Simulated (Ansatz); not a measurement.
Output of an Ansatz run (abridged):

```
WARN ansatz: RAYON_NUM_THREADS=1 ignored (pool sized by the plan → 1); use --threads N
Pseudopotentials: kind: paw
Pseudopotential: Sr, paw, valence charge 10
Pseudopotential: C, paw, valence charge 4
Crystal: 6 atoms, lattice volume = 117.709 Å³
Basis set: ecut = 420 eV, 2261 PW (Γ)
Bands: 24, of which v1, the nominal top of the filled ones, is band 18 counted from 1 (17 counted from 0)
Symmetry: 1 space group operations
Space group: P1 (ITA 1), of the structure as read, at distance tolerance 4.9e-5 Å
k-points: 26 of 50 (time reversal used)
PAW frozen core: Sr, regenerated for the run's functional, and the local potential with it
PAW frozen core: C, regenerated for the run's functional, and the local potential with it
Initial density: superposition of atomic densities (neutral atoms: chi_scale 0, normalization atom), corrected by the library's trained network
Initial wavefunctions: pseudopotential atomic-orbital guess
Eigensolver: davidson
Functional: x = slater, c = lda
SCF iter   1: F=—  HF=-7859.802710 eV  |F-HF|=—  |Δ(HF+E_count)|=         —  Δρ=6.43e-3  dr2=4.94e-2  ethr=1.77e-3  ⟨swp⟩=10.0  Hψ=4182  notcnv=0
all-band conjugate gradients solve this SCF's bands
preconditioner: auto → Resta (q_TF=auto, 2.239 Å⁻¹)
SCF iter   2: F=—  HF=-7859.788590 eV  |F-HF|=—  |Δ(HF+E_count)|=   1.41e-2  Δρ=2.95e-3  dr2=7.58e-3  ethr=1.37e-4  ⟨swp⟩=2.8  Hψ=1181  notcnv=0  defer=38
SCF iter   3: F=—  HF=-7859.786450 eV  |F-HF|=—  |Δ(HF+E_count)|=   2.14e-3  Δρ=6.57e-4  dr2=3.68e-4  ethr=2.11e-5  ⟨swp⟩=3.0  Hψ=982  notcnv=0  defer=41
SCF iter   4: F=—  HF=-7859.786402 eV  |F-HF|=—  |Δ(HF+E_count)|=   4.80e-5  Δρ=9.73e-5  dr2=1.51e-5  ethr=1.02e-6  ⟨swp⟩=2.2  Hψ=1007  notcnv=0  defer=41
SCF iter   5: F=—  HF=-7859.786407 eV  |F-HF|=—  |Δ(HF+E_count)|=   5.48e-6  Δρ=5.23e-5  dr2=4.33e-6  ethr=4.20e-8  ⟨swp⟩=2.0  Hψ=841  notcnv=0  defer=41
SCF iter   6: F=—  HF=-7859.786407 eV  |F-HF|=—  |Δ(HF+E_count)|=   1.99e-7  Δρ=2.93e-5  dr2=1.40e-6  ethr=1.20e-8  ⟨swp⟩=2.0  Hψ=843  notcnv=0  defer=41
SCF iter   7: F=-7859.786407 eV  HF=-7859.786407 eV  |F-HF|=2.21e-8  |Δ(HF+E_count)|=   1.77e-7  Δρ=6.88e-6  dr2=7.13e-8  ethr=2.78e-10  ⟨swp⟩=10.5  Hψ=3540  notcnv=0
SCF 1 converged in 7 iterations: F = -7859.786407 eV  dr2 = 7.13e-8
SCF converged after 7 iterations
Free energy (F): -7859.786407 eV
Harris-Foulkes:  -7859.786407 eV  (|F-HF|=2.21e-8)
Internal energy: -7859.786407 eV  (E = F + TS)
E sigma→0 (E₀):  -7859.786407 eV
Fermi energy:    5.013748 eV
--- Per-component energies (eV) ---
  E_band       = -240.733029
  E_kinetic    = 832.490907
  E_local      = -1852.389768  (includes V_loc(G=0)·N_el)
  E_nonlocal   = 528.607812
  E_hartree    = 459.115480
  E_xc         = -528.191273
  E_vxc        = -553.187891  (∫ρ·V_xc dr)
  E_paw        = -5559.288435  (= ΣΔE_a)
  E_vpaw       = -114.485992  (= ΣTr[D̂ρ^β])
  E_aug_tail   = 0.000029  (compensation charges beyond the density's cutoff)
  E_ewald      = -1740.970759
  E_core_change = 0.839601  (= ΣΔE_core)
  E_smearing   = -0.000000  (= −TS)
  E_closure    = -0.000000  (closes the sum)
  Σ components = -7859.786407   (vs F -7859.786407, Δ=0.00e0)
--- Forces (eV/Å), atoms counted from 1 ---
  atom   1  Sr    -0.00361293    -0.04044954    -0.27063626
  atom   2  Sr    -0.00483061     0.04027759     0.14749012
  atom   3  C     -0.07291371    -0.29582434    -0.14651423
  atom   4  C      0.07676249     0.30540355     0.20375478
  atom   5  C      0.07493359    -0.31853718     0.35209260
  atom   6  C     -0.07028120     0.30912698    -0.28602381
  max |Σ_I F_I| component: 1.63e-4 eV/Å
--- Stress (GPa, compression-positive) ---
       -4.140939      -0.074256      -0.217592
       -0.074256      -4.966601       0.007723
       -0.217592       0.007723      -4.735348
  P = ⅓ Tr σ = -4.6143 GPa (-46.143 kbar)
  The stress holds the Pulay correction. Without it, at fixed plane waves, as pw.x and ABINIT print it: P = -4.8325 GPa
--- Band table (eV; the first three rows and the last of 26) ---
  k-point 0: bands = ["-28.9343", "-28.9229", "-11.2994", "-10.9636", "-10.9157", "-10.9037", "-10.9007", "-10.8846", "-7.9456", "-7.4838", "0.2805", "1.5240", "2.1851", "2.6843", "2.8973", "3.0425", "3.4079", "3.5875", "7.0521", "7.9150", "8.2774", [...]
  k-point 1: bands = ["-28.9294", "-28.9278", "-11.1588", "-11.1248", "-10.9126", "-10.9110", "-10.8907", "-10.8892", "-7.7795", "-7.6335", "0.7435", "0.8672", "2.3057", "2.4059", "2.9237", "3.1266", "3.6236", "3.6363", "7.5289", "7.6490", "8.3161", [...]
  k-point 2: bands = ["-28.9298", "-28.9199", "-11.2436", "-11.0205", "-10.9817", "-10.9611", "-10.9172", "-10.9028", "-7.8221", "-7.5355", "0.4752", "1.3070", "1.8277", "2.6876", "2.8503", "3.1136", "3.3355", "3.7546", "7.7002", "7.7685", "8.4842", [...]
  k-point 25: bands = ["-28.9169", "-28.9157", "-11.2203", "-11.0931", "-11.0663", "-11.0132", "-10.9815", "-10.9705", "-7.7120", "-7.5234", "0.6665", "0.8778", "2.1858", "2.4275", "2.5391", "2.7432", "3.6425", "3.6974", "7.4654", "8.6864", [...]
```

The structure:

```
CELL_PARAMETERS angstrom
      3.54678    -2.22691     0.00000
      3.54678     2.22691     0.00000
     -2.39740     0.00000     7.45146
ATOMIC_POSITIONS crystal
  Sr 0.18110 0.82344 0.75671
  Sr 0.82117 0.17883 0.25000
  C  0.42227 0.12839 0.55761
  C  0.57773 0.87161 0.44239
  C  0.87161 0.57773 0.94239
  C  0.12839 0.42227 0.05761
```

Task: What input produced this log?

Result: Other spellings and defaults could give the same log, and not every line can be read from it. The input that was run (DFT, LDA (PW92), plane waves, default PAW files made with PBE):

Ansatz 0.2 input:
```yaml
# SrC2
crystal:
  lattice:
    - [3.54677600, -2.22691400, 0.00000000]
    - [3.54677600, 2.22691400, 0.00000000]
    - [-2.39739700, 0.00000000, 7.45146500]
  atoms:
    - { symbol: Sr, position_ang: [1.74872989, 1.43043594, 5.63859808] }
    - { symbol: Sr, position_ang: [2.94742675, -1.43043594, 1.86286625] }
    - { symbol: C, position_ang: [0.61625513, -0.65444549, 4.15501140] }
    - { symbol: C, position_ang: [4.07989987, 0.65444549, 3.29645360] }
    - { symbol: C, position_ang: [2.88120137, -0.65444549, 7.02218610] }
    - { symbol: C, position_ang: [1.81495363, 0.65444549, 0.42927890] }
basis:
  ecutwfc: 420.0
kpoints:
  mp_grid: { grid: [5, 5, 2] }
hamiltonian:
  xc: lda
  pseudopotentials: { kind: paw }
scf:
  occupations: { method: fermi_dirac, width: 0.01 }
output:
  forces: true
  eigenvalues: true
  stress: true
```

The starting cell comes from a database of computed structures (which also holds hypothetical and non-ambient phases and stackings), without a prior relaxation at this level. Its lattice was rescaled by up to half a per cent. One atom was moved a little off its site on purpose. With a pressure of about -5 GPa the cell is away from its equilibrium volume at this level. Ansatz's pressure includes its estimate of the finite-basis (Pulay) stress.

Ansatz is a first-principles code.
